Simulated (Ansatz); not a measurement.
Functionals compared on a constructed model of the (111) surface of fcc Ni, ferromagnetic, a pseudomorphic layer of Cu in the host's stacking (bottom of the slab: a bare face, its two planes held), in Ansatz (plane waves, PAW). The structure was relaxed with PBE; the other rows are single points on it. Cutoff 420 eV.

Set-up: 7 atoms, 12.4 Å thick at the start; mesh 17x17x1; 0.1 eV smearing; dipole correction on; 2 atoms held, the rest relaxed; held to the start's symmetry, so lower structures may exist; spin-polarised, ending with about 3.8 μB a cell; orders that need a larger cell were not tried, no spin-orbit, no U. In PBE it is, or lies within 0.01 eV a 1x1 cell of, the lowest of the 2 structures of its composition computed so far; larger cells were not tried. These notes are the PBE run's.

| functional | work function of the top face (eV) | magnetic moment of the cell (μB) | rough cost of the single point |
|---|---|---|---|
| PBE | 4.92 | 3.77 | – |
| RPBE | [?] | 3.81 | around 100 core-seconds (rough) |

**Question.** What belongs in the gaps?

**Answer.** 
- RPBE, work function of the top face (eV): 4.76

Ansatz is a program for electronic structure.
